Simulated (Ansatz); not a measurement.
InP under load (space group F-43m): band-edge transport data

Consider the following.

```yaml
crystal:
  lattice:
    - [0.00000, 2.87663, 2.87663]
    - [2.87663, 0.00000, 2.87663]
    - [2.87663, 2.87663, 0.00000]
  atoms:
    - { symbol: In, position: [0.00000, 0.00000, 0.00000] }
    - { symbol: P, position: [0.25000, 0.25000, 0.25000] }
```

Method: PBEsol with spin-orbit coupling, rigid bands (plane waves, PAW; Ansatz, a program for electronic structure). Condition of this run: hydrostatic pressure 5 GPa with spin-orbit coupling (the target of the relaxation). Geometry: cell and atoms relaxed with PBEsol, then loaded as said.

- band gap = 0.89 eV
- electron conductivity mass (300 K, dilute) = 0.081 mₑ
- hole conductivity mass (300 K, dilute) = 0.52 mₑ
- effective density of states N_c (300 K) = 5.5e17 cm⁻³
- effective density of states N_v (300 K) = 2.1e19 cm⁻³
- density-of-states mass, electrons = 0.078 mₑ
- density-of-states mass, holes = 0.90 mₑ
- Seebeck coefficient, n-type 1e19 cm⁻³, 300 K = -55 μV/K
- Seebeck coefficient, p-type 1e19 cm⁻³, 300 K = 310 μV/K
- best p-type power factor at 300 K for τ = 10 fs (best axis; densities from 1e16 to 1e21 cm⁻³ tried, whether or not they can be reached) = 13.2 μW/(cm·K²) at 3e20 cm⁻³

Rigid bands; masses and Seebeck coefficients take one relaxation time τ for all states and one kind of carrier; polarons and phonon drag are left out.
